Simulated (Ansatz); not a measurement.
We consider HfGeO (model structure, started from the ZrSiS type, P4/nmm, No. 129, 6 atoms in the cell), described by PBEsol (plane waves, PAW; Ansatz, a first-principles code).

Settings: plane-wave cutoff 520 eV, 16×16×8 k mesh (along the axes of the cell as run), Fermi–Dirac smearing 0.05 eV, scalar-relativistic PAW data made under PBE.

Cell (relaxed at this level):

```cif
data_Ge2Hf2O2
_chemical_formula_sum 'Hf2 Ge2 O2'
_space_group_name_H-M_alt 'P4/nmm :1'
_space_group_IT_number 129
_space_group_name_Hall 'P 4ab 2ab -1ab'
_cell_length_a 3.38137
_cell_length_b 3.38137
_cell_length_c 7.14916
_cell_angle_alpha 90.000
_cell_angle_beta 90.000
_cell_angle_gamma 90.000
loop_
_space_group_symop_operation_xyz
  'x, y, z'
  '-y+1/2, x+1/2, z'
  '-x, -y, z'
  'y+1/2, -x+1/2, z'
  'x+1/2, -y+1/2, -z'
  '-y, -x, -z'
  '-x+1/2, y+1/2, -z'
  'y, x, -z'
  '-x+1/2, -y+1/2, -z'
  'y, -x, -z'
  'x+1/2, y+1/2, -z'
  '-y, x, -z'
  '-x, y, z'
  'y+1/2, x+1/2, z'
  'x, -y, z'
  '-y+1/2, -x+1/2, z'
loop_
_atom_site_label
_atom_site_type_symbol
_atom_site_symmetry_multiplicity
_atom_site_Wyckoff_symbol
_atom_site_fract_x
_atom_site_fract_y
_atom_site_fract_z
_atom_site_occupancy
Hf1 Hf 2 c 0.50000 0.00000 0.31217 1
Ge1 Ge 2 a 0.00000 0.00000 0.00000 1
O1 O 2 c 0.00000 0.50000 0.39216 1
```

Problem. Estimate the bulk modulus that the calculation returns.

Solution. 
* **bulk modulus**: 158 GPa

The run finds no gap.

Note: the bulk modulus is −V dP/dV from two relaxed cells at ±2 % in volume; the relaxation could raise the start's symmetry but not lower it, so the cell can be a saddle point.

Spin–orbit coupling is not included; it can open a gap where bands touch, and shift volumes and moduli.

Static lattice: no zero-point or thermal effects.

The result took very roughly 13 core-minutes.

A model structure was made by putting elements into a prototype or built by hand; it is no filed structure, need not be a known phase, and can be a saddle point held by its symmetry.
